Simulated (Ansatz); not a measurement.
SiC: biaxial strain −1.50 %, plane normal [001], relaxed out of plane

The parent structure is SiC in the zinc blende structure (space group F-43m, No. 216; a = 4.329 Å). Axes: x, y, z lie along the cube axes.

Perturbation: compressive biaxial strain of 1.50 % in the plane normal to [001], as in epitaxy on a mismatched substrate; the out-of-plane cell vector and the atoms relax.

All numbers come from plane-wave PAW DFT at the LDA level (Ansatz, a quantum-chemistry and plane-wave program, 420 eV), scalar-relativistic without spin-orbit coupling. Γ-centred 13×13×13 mesh, Fermi–Dirac width 0.05 eV.

- Shortest interatomic distance: 1.862 Å (base 1.875 Å)
- Energy relative to the base (free energy F): +6.5 meV/atom
- Pressure (mean of the normal stresses, compression positive): 4.69 GPa (base 0.00 GPa)
- Band gap: 1.14 eV (base 1.30 eV)
- Gap character: indirect, Γ → X
- Smallest direct gap: 4.53 eV (base 4.53 eV)
- Electron mass: 0.65 mₑ along k, 0.23 mₑ across (at X) (base 0.68 mₑ along k, 0.23 mₑ across (at X))
- Valence-band top at Γ (three highest levels, from the VBM): 0.00, 0.00, -0.18 eV (base 0.00, 0.00, 0.00 eV)
- Valley order (the lowest conduction-band minima on the path, energy above the VBM, named in the base's zone): X along [010] 1.14 eV; X along [001] 1.39 eV (base X along ⟨100⟩ 1.30 eV)
- Out-of-plane strain: +1.04 %
- Ratio −ε⊥/ε∥: 0.69
- Mean in-plane stress (compression positive): +7.0 GPa

Cost of the whole job for the changed cell (relaxation, final SCF and bands): very roughly 14 core-seconds.

Masses are band curvatures over ±0.01 Å⁻¹ around the edge. Along k means along the line from Γ to the band edge. Stability against distortions was not tested. k-point labels follow each cell's own Brillouin zone.
